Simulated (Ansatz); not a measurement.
Response to strain in ZrC

Take ZrC in the rock salt structure (space group Fm-3m, No. 225; a = 4.669 Å; relaxed with 0.1 eV smearing) as the base. Axes: x, y, z lie along the cube axes.

Strains are applied to the cell and any free atomic positions relax.

Computed with Ansatz (a quantum-chemistry and plane-wave program), PBEsol, PAW, cutoff 420 eV, spin-orbit coupling left out.

Notes on the quantities. energy relative to the base: free energy F; pressure: mean of the normal stresses, compression positive.

```
variant                      energy relative to the base  pressure
---------------------------  ---------------------------  --------
base                                          0 meV/atom   0.0 GPa
tensor shear ε_xy = +0.86 %                   (withheld)   0.0 GPa
tensor shear ε_xy = +0.57 %                +0.8 meV/atom   0.0 GPa
tensor shear ε_xy = +1.71 %                +7.2 meV/atom   0.1 GPa
tensor shear ε_xy = +2.00 %                   (withheld)   0.1 GPa
tensor shear ε_xy = +1.43 %                +5.1 meV/atom   0.0 GPa
tensor shear ε_xy = +1.14 %                   (withheld)   0.0 GPa
tensor shear ε_xy = +0.29 %                +0.2 meV/atom   0.0 GPa
```

**Question.** What belongs in the blanks?

**Answer.** 
- tensor shear ε_xy = +0.86 %, energy relative to the base: +1.8 meV/atom
- tensor shear ε_xy = +2.00 %, energy relative to the base: +9.9 meV/atom
- tensor shear ε_xy = +1.14 %, energy relative to the base: +3.2 meV/atom

Stability against distortions was not tested. All final runs are without spin polarisation.
